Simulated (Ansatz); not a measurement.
# Worked sum: formation energy of F_i in Cu (fcc, Fm-3m)

Subject: the formation energy of F_i in Cu (fcc, Fm-3m). Reaction: 64 Cu (fcc) + 1/2 F2 (gas) → cell A.

A: a supercell of 64 sites of Cu (fcc, Fm-3m) with F off the lattice sites (6 Cu at 2.08 Å); spin state with PBE: run without spin.

Ansatz (an electronic-structure program) with PAW potentials; structures come from PBE relaxations, nuclei static, no net charge. Ansatz runs with its PAW set soft_1. Other levels take these structures. The lattices are those relaxed with PBE, so at other levels the solids can be strained, which adds to the spread. Larger cells are relaxed from a start prepared with the learned potential CHGNet, on a coarser mesh till forces fall under 0.03 eV/Å, which some starts already meet. A dispersion term (D3(BJ), or D4 for r2SCAN) was computed beside these levels and is taken off wherever the name lacks it. Space groups of crystals are read within 0.01 Å. No Hubbard U is applied. Mesh and cell size may move defect energies by 0.1 eV or more. Cell A has symmetry Fm-3m within 0.02 Å and got no random move, so less symmetric positions, which may lie lower, weren't tried.

Total energies of the cells in eV, at zero smearing width. They compare only within one column; the weights balance every element.

```csv
cell,atoms,weight,PBE,PBE+D3(BJ)
A: Cu:F_i,65,+1,-424816.88569,-424854.03349
Cu (fcc),64,−1,-424011.80683,-424048.68105
F2 (gas),2,−1/2,-1611.20111,-1611.20569
```

PBE: (-424816.88569) − (-424011.80683) − 1/2 × (-1611.20111) = 0.522 eV.

PBE+D3(BJ): (-424854.03349) − (-424048.68105) − 1/2 × (-1611.20569) = 0.250 eV.
